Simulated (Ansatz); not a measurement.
Start from GaN in the zinc blende structure (space group F-43m, No. 216; a = 4.4979 Å). Axes: x, y, z lie along the cube axes.

Method: Ansatz (an electronic-structure program) r2SCAN, no spin-orbit coupling.

Base values:

```
Property               Value
---------------  -----------
Gap character    direct at Γ
Band gap             2.17 eV
Volume per atom     11.37 Å³
```

Modification: tensile biaxial strain of 1.67 % in the plane normal to [111], as in epitaxy on a mismatched substrate; the out-of-plane cell vector and the atoms relax.

**Question.** What happens to the hole mass?

**Answer.** The hole mass comes out as 0.14 mₑ out of plane, 1.8 mₑ in plane (at Γ).

**Question.** Estimate the effect on the gap character.

**Answer.** The gap character remains direct at Γ.

**Question.** Predict the new band gap.

**Answer.** The band gap falls by 0.28 eV, from 2.17 eV to 1.89 eV.

**Question.** What does the calculation give for the volume per atom after the change?

**Answer.** The volume per atom rises by 0.301 Å³ to 11.68 Å³.

Effective masses come from finite differences of ±0.01 Å⁻¹. No phonon test of stability was made. This is not the structure that GaN has at room temperature and ambient pressure. Labels are those of the standard path for the cell's own space group.
